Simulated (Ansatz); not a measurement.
The step of the vacuum level across the slab (top less bottom) in a series of structures.

Cell A: a slab of Ir (fcc, Fm-3m) cut along (111), 21 atoms, hexagonal cell of 5.48 Å (26.0 Å²), symmetry P3m1 within 0.02 Å, 10.6 Å thick under 16 Å of vacuum, in-plane vectors held at the crystal's; planes from bottom to top: Ir4 × 5 | S; added, foreign or displaced atoms, above the top plane: S bound to 3 Ir at 2.31 Å; spin state with PBE: run without spin, k-point mesh 10×10×1.
```
Ir20S
1.0
    5.47502     0.00000     0.00000
    2.73751     4.74151     0.00000
    0.00000     0.00000    26.91779
Ir S
20 1
Cartesian
  5.47502   1.58050   8.05934
  2.73751   1.57391   8.06226
  6.83807   3.95455   8.06226
  4.11198   3.95455   8.06226
  0.00000   0.00042  10.24722
  2.73751   0.00000  10.25852
  1.36839   2.37055  10.24722
  4.10663   2.37055  10.24722
  1.37606   0.78603  12.47107
  4.09896   0.78603  12.47107
  2.73751   3.16101  12.48557
  5.47502   3.16945  12.47107
  5.47502   1.58050  14.69804
  2.73751   1.58023  14.70795
  6.84354   3.95140  14.70795
  4.10651   3.95140  14.70795
  0.00000   0.02997  16.95384
  2.73751   0.00000  16.88320
  1.34280   2.35577  16.95384
  4.13223   2.35577  16.95384
  2.73751   3.16101  18.61289
```

Cell B: a slab of Ir (fcc, Fm-3m) cut along (111), 11 atoms, oblique cell of 5.48 × 2.74 Å (13.0 Å²), symmetry Pm within 0.02 Å, 10.6 Å thick under 16 Å of vacuum, in-plane vectors held at the crystal's; planes from bottom to top: Ir2 × 5 | S; added, foreign or displaced atoms, above the top plane: S bound to 3 Ir at 2.29–2.34 Å; spin state with PBE: run without spin, k-point mesh 10×19×1.
```yaml
crystal:
  lattice:
    - [5.47502, 0.00000, 0.00000]
    - [1.36876, 2.37076, 0.00000]
    - [0.00000, 0.00000, 26.91779]
  atoms:
    - { symbol: Ir, position: [0.83370, 0.66618, 0.29966] }
    - { symbol: Ir, position: [0.33187, 0.66804, 0.29963] }
    - { symbol: Ir, position: [0.00020, 0.99974, 0.38093] }
    - { symbol: Ir, position: [0.49977, 0.00017, 0.38091] }
    - { symbol: Ir, position: [0.16656, 0.33350, 0.46366] }
    - { symbol: Ir, position: [0.66911, 0.33092, 0.46334] }
    - { symbol: Ir, position: [0.83400, 0.66593, 0.54592] }
    - { symbol: Ir, position: [0.33471, 0.66540, 0.54682] }
    - { symbol: Ir, position: [0.99796, 0.00205, 0.62887] }
    - { symbol: Ir, position: [0.48092, 0.01918, 0.63244] }
    - { symbol: S, position: [0.68453, 0.31555, 0.69337] }
```

Cell C: a slab of Ir (fcc, Fm-3m) cut along (111), 6 atoms, hexagonal cell of 2.74 Å (6.5 Å²), symmetry P3m1 within 0.02 Å, 10.8 Å thick under 16 Å of vacuum, in-plane vectors held at the crystal's; planes from bottom to top: Ir × 5 | S; added, foreign or displaced atoms, above the top plane: S bound to 3 Ir at 2.43 Å; spin state with PBE: run without spin, k-point mesh 19×19×1.
```xyz
6
Lattice="2.7375 0.0000 0.0000 1.3688 2.3708 0.0000 0.0000 0.0000 26.9178" Properties=species:S:1:pos:R:3 pbc="T T T"
Ir     2.7375     1.5805     8.0538
Ir     0.0000     0.0000    10.2414
Ir     1.3688     0.7903    12.4654
Ir     2.7375     1.5805    14.6978
Ir     0.0000     0.0000    16.9843
S      1.3688     0.7903    18.8267
```

Computed with Ansatz (plane waves, PAW), its PAW set soft_1, cutoff 420 eV, 500 eV for r2SCAN. The structures are at rest with PBE, within the held lattices; other levels are single points on them. Neutral cells; Fermi-Dirac smearing of at most 0.10 eV in the solids, energies taken to zero width. The lattices are those relaxed with PBE, so at other levels the solids can be strained, which adds to the spread. Larger cells are relaxed from a start prepared with the learned potential CHGNet till forces fall under 0.03 eV/Å, which some starts already meet. The structures are the rest points that the relaxations reached, not proven lowest. The runs are scalar-relativistic, without spin-orbit coupling. No Hubbard U is applied. Values are for these cell sizes. A dispersion term ran beside these levels; it doesn't touch the electrons. The step measures the slab's dipole per area along the normal.

**Question.** Predict the step of the vacuum level across the slab (top less bottom) (eV) of each cell with r2SCAN.

**Answer.** 
```csv
system,r2SCAN
A,-0.36
B,-0.77
C,-1.15
```

With r2SCAN the value is lowest for C and highest for A.

**Question.** How do the other levels compare?

**Answer.** 
```json
[
 {"system": "A", "PBE": "-0.44"},
 {"system": "B", "PBE": "-0.85"},
 {"system": "C", "PBE": "-1.18"}
]
```

With PBE the value is lowest for C and highest for A.

Ansatz is a program for electronic structure.
